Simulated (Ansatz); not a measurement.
**A computed series for MgS: alloy series**

The parent structure is MgS in the rock salt structure (space group Fm-3m, No. 225).

```cif
data_Mg4S4
_chemical_formula_sum 'S4 Mg4'
_space_group_name_H-M_alt 'Fm-3m'
_space_group_IT_number 225
_space_group_name_Hall '-F 4 2 3'
_cell_length_a 5.20313
_cell_length_b 5.20313
_cell_length_c 5.20313
_cell_angle_alpha 90.000
_cell_angle_beta 90.000
_cell_angle_gamma 90.000
loop_
_atom_site_label
_atom_site_type_symbol
_atom_site_symmetry_multiplicity
_atom_site_Wyckoff_symbol
_atom_site_fract_x
_atom_site_fract_y
_atom_site_fract_z
_atom_site_occupancy
S1 S 4 a 0.00000 0.00000 0.00000 1
Mg1 Mg 4 b 0.50000 0.50000 0.50000 1
```
(The calculation used a cell of 2 atoms; values per cell refer to that cell.)

The other end (x = 1) is MgSe in the rock salt structure (space group Fm-3m, No. 225): 20.48 Å³/atom, gap 2.48 eV.

Se replaces a fraction x of S; each row is one arrangement (x, atoms in the cell, starting space group or random), fully relaxed.

Level of theory: r2SCAN, PAW, 500 eV (Ansatz, an electronic-structure program; spin-orbit coupling left out).

Candidates:
(a) x(Se) = 0.75, 8 atoms, Cmmm
(b) x(Se) = 0.333, 6 atoms, Immm
(c) x(Se) = 0.333, 6 atoms, I4/mmm

For the base:

| Property | Value |
|---|---|
| Band gap | 3.46 eV |

### Question
Order them by band gap, highest first.

### Answer
(c) x(Se) = 0.333, 6 atoms, I4/mmm (3.09 eV), (b) x(Se) = 0.333, 6 atoms, Immm (2.97 eV), (a) x(Se) = 0.75, 8 atoms, Cmmm (2.51 eV)

These are small ordered cells, not random alloys; other orderings at the same x differ. Gaps are read on the SCF mesh and a high-symmetry path. Stability against distortions was not tested.
